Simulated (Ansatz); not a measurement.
**BaTiO3: pressure series**

Base system: BaTiO3 (space group R3m, No. 160; a = 5.635 Å, c = 6.926 Å (hexagonal axes)).

Cell and atoms are relaxed at each pressure.

Calculations: Kohn–Sham DFT with the PBEsol functional, run in Ansatz (a quantum-chemistry and plane-wave program) with PAW and 420 eV plane waves, without spin-orbit coupling, earlier PAW set.

| case | band gap | smallest direct gap | shortest interatomic distance |
|---|---|---|---|
| base | 2.32 eV | 2.62 eV | 1.882 Å |
| pressure −2 GPa | 2.44 eV | 2.79 eV | 1.874 Å |
| pressure −1 GPa | 2.38 eV | 2.70 eV | 1.878 Å |
| pressure 0.3 GPa | 2.30 eV | 2.59 eV | 1.883 Å |
| pressure 0.7 GPa | ? | ? | ? |
| pressure 1.5 GPa | 2.24 eV | 2.49 eV | 1.888 Å |
| pressure 3 GPa | 2.17 eV | 2.37 eV | 1.894 Å |
| pressure 5 GPa | 2.08 eV | 2.22 eV | 1.903 Å |
| pressure 7.5 GPa | 1.99 eV | 2.06 eV | 1.918 Å |
| pressure 10 GPa | 1.92 eV | 1.93 eV | 1.946 Å |

Q: What belongs in the blanks?

A: 
- pressure 0.7 GPa, band gap: 2.28 eV
- pressure 0.7 GPa, smallest direct gap: 2.55 eV
- pressure 0.7 GPa, shortest interatomic distance: 1.885 Å

Load acts through the strain it causes; cell and atoms are relaxed under it. Whether these cells are dynamically stable was not tested. No other phases were tried under pressure. The final runs are not spin-polarised. This is not the structure that BaTiO3 has at room temperature and ambient pressure.
